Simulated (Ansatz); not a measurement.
Base system: HfN in the rock salt structure (space group Fm-3m, No. 225; a = 4.548 Å; relaxed with 0.1 eV smearing).

Method: Ansatz (a quantum-chemistry and plane-wave program), PBE, PAW, cutoff 420 eV, no SOC.

Strains are applied to the cell and any free atomic positions relax.

One change was made to it. Results:

| quantity | base | after |
|---|---|---|
| pressure | 0.0 GPa | 23.5 GPa |
| energy relative to the base (free energy F) | 0 meV/atom | +59 meV/atom |

Problem. Name the change that was made.
(A) isotropic strain −2.50 %
(B) isotropic strain +2.00 %
(C) isotropic strain −3.00 %
(D) isotropic strain +2.50 %

Solution. A, isotropic strain −2.50 %. For comparison, the energy relative to the base in the other runs: isotropic strain +2.00 % gives +33 meV/atom; isotropic strain −3.00 % gives +86 meV/atom; isotropic strain +2.50 % gives +50 meV/atom.

No phonon test of stability was made. The final runs are not spin-polarised. An odd electron count without spin: HfN.
